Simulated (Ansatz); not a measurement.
System: LiSiN (model structure, started from the NaSnP type, P6₃mc, No. 186, 6 atoms in the cell). Method: HSE06 (Ansatz, an electronic-structure program, PAW).

Settings: plane-wave cutoff 460 eV, 9×9×4 k mesh (along the axes of the cell as run), Fermi–Dirac smearing 0.01 eV, scalar-relativistic PAW data made under PBE.

Cell (relaxed with PBEsol):

```yaml
crystal:
  lattice:
    - [2.81583, 0.00000, 0.00000]
    - [-1.40791, 2.43858, 0.00000]
    - [0.00000, 0.00000, 9.22849]
  atoms:
    - { symbol: Li, position: [0.33333, 0.66667, 0.26993] }
    - { symbol: Li, position: [0.66667, 0.33333, 0.76993] }
    - { symbol: Si, position: [0.00000, 0.00000, 0.01455] }
    - { symbol: Si, position: [0.00000, 0.00000, 0.51455] }
    - { symbol: N, position: [0.33333, 0.66667, 0.60633] }
    - { symbol: N, position: [0.66667, 0.33333, 0.10633] }
```

Estimate the band gap, smallest direct gap on the k points sampled and Γ–Γ gap that the calculation returns.


band gap: 1.64 eV (indirect)
smallest direct gap on the k points sampled: 1.89 eV
Γ–Γ gap: 6.37 eV

Note: the relaxation could raise the start's symmetry but not lower it, so the cell can be a saddle point; cell and atoms aren't relaxed at this level (largest force component 0.41 eV/Å, pressure -0.8 GPa).

Static lattice: no zero-point or thermal effects.

Computing time: very roughly 5 core-minutes.

A model structure was made by putting elements into a prototype or built by hand; it is no filed structure, need not be a known phase, and can be a saddle point held by its symmetry.
